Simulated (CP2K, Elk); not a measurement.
An Elk input for a self-consistent single point of Al2Au (Fm-3m, 3 atoms in the cell) (DFT, PBE, all-electron FP-LAPW, Elk's shipped species files, APW+lo basis with extra local orbitals):

```
tasks
  0

xctype
  20

tforce
  .true.

rgkmax
  8.0

gmaxvr
  18.0

lmaxapw
  10

lmaxo
  8

nxlo
  2

lorbcnd
  .true.

lradstp
  2

nrmtscf
  2.0

rmtscf
  0.93

lmaxi
  4

stype
  3

swidth
  0.00367493

avec
    0.0000000000    5.6107159168    5.6107159168
    5.6107159168    0.0000000000    5.6107159168
    5.6107159168    5.6107159168    0.0000000000

sppath
  'species/'

atoms
  2   : nspecies
  'Al.in'   : spfname
  2   : natoms; atposl, bfcmt below
  0.2500000000  0.2500000000  0.2500000000    0.0 0.0 0.0
  0.7500000000  0.7500000000  0.7500000000    0.0 0.0 0.0
  'Au.in'   : spfname
  1   : natoms; atposl, bfcmt below
  0.0000000000  0.0000000000  0.0000000000    0.0 0.0 0.0

ngridk
  6 6 6
```

Q: Write the same calculation as an input for CP2K.

A: One input that does it (others would too):

```
&GLOBAL
  PROJECT calc
  RUN_TYPE ENERGY_FORCE
  PRINT_LEVEL LOW
&END GLOBAL
&FORCE_EVAL
  METHOD Quickstep
  STRESS_TENSOR ANALYTICAL
  &DFT
    BASIS_SET_FILE_NAME BASIS_MOLOPT
    POTENTIAL_FILE_NAME GTH_POTENTIALS
    &QS
      METHOD GPW
      EPS_DEFAULT 1E-10
    &END QS
    &MGRID
      CUTOFF 500
      REL_CUTOFF 50
      NGRIDS 5
    &END MGRID
    &SCF
      SCF_GUESS ATOMIC
      EPS_SCF 1E-6
      MAX_SCF 100
      ADDED_MOS 4
      &DIAGONALIZATION
        ALGORITHM STANDARD
      &END DIAGONALIZATION
      &MIXING
        METHOD BROYDEN_MIXING
        ALPHA 0.3
        NBUFFER 8
      &END MIXING
      &SMEAR ON
        METHOD FERMI_DIRAC
        ELECTRONIC_TEMPERATURE [K] 1160.45
      &END SMEAR
    &END SCF
    &KPOINTS
      SCHEME MONKHORST-PACK 6 6 6
      GAMMA_CENTERED T
    &END KPOINTS
    &XC
      &XC_FUNCTIONAL PBE
      &END XC_FUNCTIONAL
    &END XC
    &PRINT
      &MO
        EIGENVALUES T
        OCCUPATION_NUMBERS T
        NDIGITS 8
        FILENAME mo
        &EACH
          QS_SCF 0
        &END EACH
        ADD_LAST NUMERIC
      &END MO
      &MULLIKEN OFF
      &END MULLIKEN
    &END PRINT
  &END DFT
  &SUBSYS
    &CELL
      A 4.19888900 0.00000000 0.00000000
      B 2.09944500 3.63634500 0.00000000
      C 2.09944500 1.21211500 3.42837900
      PERIODIC XYZ
    &END CELL
    &COORD
      Al       2.09944475     1.21211500     0.85709475
      Al       6.29833425     3.63634500     2.57128425
      Au       0.00000000     0.00000000     0.00000000
    &END COORD
    &KIND Al
      BASIS_SET DZVP-MOLOPT-SR-GTH-q3
      POTENTIAL GTH-PBE-q3
    &END KIND
    &KIND Au
      BASIS_SET DZVP-MOLOPT-SR-GTH-q11
      POTENTIAL GTH-PBE-q11
    &END KIND
  &END SUBSYS
  &PRINT
    &FORCES ON
    &END FORCES
    &STRESS_TENSOR ON
    &END STRESS_TENSOR
  &END PRINT
&END FORCE_EVAL
```

Basis, cutoffs, solver keys and any potentials are the target program's own. This input uses DFT PBE, GPW, DZVP-MOLOPT-SR-GTH basis, GTH-PBE potentials (GTH_POTENTIALS).

The starting cell comes from a database of computed structures (which also holds hypothetical and non-ambient phases and stackings), without a prior relaxation at this level. Its lattice was rescaled by a random factor within 2.5 % of one. For this run, on top of that: lattice scaled by 0.98.
